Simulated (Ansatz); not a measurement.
Take PbZrO3 in the cubic perovskite structure (space group Pm-3m, No. 221; a = 4.1413 Å; a cell from a computed database, its experimental status unchecked) as the base.

Modification: cell and atoms relaxed at a pressure of 10 GPa.

Levels (all Ansatz, a quantum-chemistry and plane-wave program, PAW): PBEsol (420 eV, no spin-orbit coupling); PBEsol+SOC (420 eV, noncollinear with spin-orbit coupling).

The geometry is relaxed with PBEsol.

- PBEsol band gap = 2.37 eV
- PBEsol electron mass = 0.18 mₑ along k, 0.33 mₑ across (at X)
- PBEsol gap character = direct at X

Task: What does PBEsol+SOC give at this geometry for the band gap, electron mass and gap character?

Result: The band gap falls by 0.35 eV to 2.02 eV; the electron mass goes from 0.18 mₑ along k, 0.33 mₑ across (at X) to 0.18 mₑ along k, 0.36 mₑ across (at X); the gap character remains direct at X.

Single points use the geometry relaxed with PBEsol. The spin-orbit shifts are approximate. Spin-orbit coupling, missing from the scalar runs, can matter with Pb. Load acts through the strain it causes; cell and atoms are relaxed under it. Masses are band curvatures over ±0.01 Å⁻¹ around the edge. Along k means along the line from Γ to the band edge. Stability against distortions was not tested. Competing high-pressure phases were not computed. Many cubic perovskites are stable only at high temperature; tilts and polar distortions were not tested.
